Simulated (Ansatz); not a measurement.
## Density of states at the Fermi level (states/eV per atom)

Cell A: Mo (bcc, Im-3m), 1 atom in the cell; spin state with PBE: run without spin, k-point mesh 26×26×26 on the run's own vectors. Conventional cell: a = b = c = 3.161 Å, α = β = γ = 90.00°.

Cell B: W (bcc, Im-3m), 1 atom in the cell; spin state with PBE: run without spin, k-point mesh 26×26×26 on the run's own vectors. Conventional cell: a = b = c = 3.1838 Å, α = β = γ = 90.00°.

All numbers come from Ansatz (a first-principles code), plane waves with PAW, its PAW set soft_1, cutoff 420 eV, 500 eV for r2SCAN. The structures are at rest with PBE; other levels are single points on them. Neutral cells; Fermi-Dirac smearing of at most 0.10 eV in the solids, energies taken to zero width. The lattices are those relaxed with PBE, so at other levels the solids can be strained, which adds to the spread. Spin-orbit coupling is left out. A dispersion term ran beside these levels; it doesn't touch the electrons. Both spins, broadened by a Gaussian of 0.2 eV on the run's mesh.

| system | PBE | r2SCAN |
|---|---|---|
| A | 0.64 | ? |
| B | 0.47 | 0.41 |

### Question
Complete the blanks.

### Answer

- A, r2SCAN: 0.57
